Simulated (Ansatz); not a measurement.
```xyz
4
Lattice="4.6315 0.0000 0.0000 -2.3158 4.0110 0.0000 0.0000 0.0000 7.5956" Properties=species:S:1:pos:R:3 pbc="T T T"
Cd     2.3158     1.3370     7.5942
Cd     0.0000     2.6740     3.7964
Te     2.3158     1.3370     4.7502
Te     0.0000     2.6740     0.9524
```

No spin polarisation.

The values are results of r2SCAN, PAW, 500 eV (Ansatz, a quantum-chemistry and plane-wave program; without spin-orbit coupling), not measurements. Settings: 8×8×5 k-points, 0.05 eV Fermi–Dirac smearing.

Q: Predict the band gap.

A: 1.21 eV.

Q: What space group does the calculation give?

A: P6_3mc (No. 186).

Q: What is the computed gap character?

A: Direct at Γ.

With Te present, leaving out spin-orbit coupling can change the band edges. Stability against distortions was not tested. The cell was made from CdS by this change: S → Te; the result is a model cell, its experimental status unchecked. This is not the structure that CdTe has at room temperature and ambient pressure.
